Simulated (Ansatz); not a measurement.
Functionals compared on NH3 on the 1x1 (0001) surface of corundum (cut with top plane Al), one in a 1x1 cell, started at the site 'top Al', in Ansatz (plane waves, PAW). The structure was relaxed with PBE; the other rows are single points on it, each with its references at the same level. Cutoff 420 eV (500 eV for r2SCAN). HSE06 used the coarser mesh 4x4x1.

Host crystal: corundum, with a band gap (PBE, scalar-relativistic without spin-orbit coupling).

Slab: 24 atoms, 6.7 Å thick at the start under the adsorbate (thin: gaps and levels are the slab's own); k 6x6x1, smearing 0.01 eV, dipole-corrected; 9 atoms held, the rest relaxed; start symmetry kept, larger cells not searched; no spin, no spin-orbit, no U, no dispersion correction. At the end it is bonded to Al. In PBE this state lies 0.08 eV over the lowest of the starts that converged ('bridge O-O (span 2.6 Å)'). These notes are the PBE run's. Adsorption energies are against NH3(g). A negative adsorption energy means that the adsorbate is more stable on the surface than in its reference.

A dash marks a value that is undefined for that row or was read on another mesh.

```tsv
functional	adsorption energy (eV)	gap of the slab on its k-mesh (eV)	highest filled level below the top vacuum level (eV)	rough cost of the single point
PBE	-0.92	1.02	2.14	–
RPBE	-0.74	0.83	2.07	very roughly 17 core-seconds
r2SCAN	___	___	___	around 30 core-seconds (rough)
HSE06	-0.97	–	–	about 3 core-minutes (a rough figure)
```

Task: Some entries are withheld; supply them.

Result: 
- r2SCAN, adsorption energy (eV): -1.10
- r2SCAN, gap of the slab on its k-mesh (eV): 1.65
- r2SCAN, highest filled level below the top vacuum level (eV): 2.23

Ansatz is a quantum-chemistry and plane-wave program.
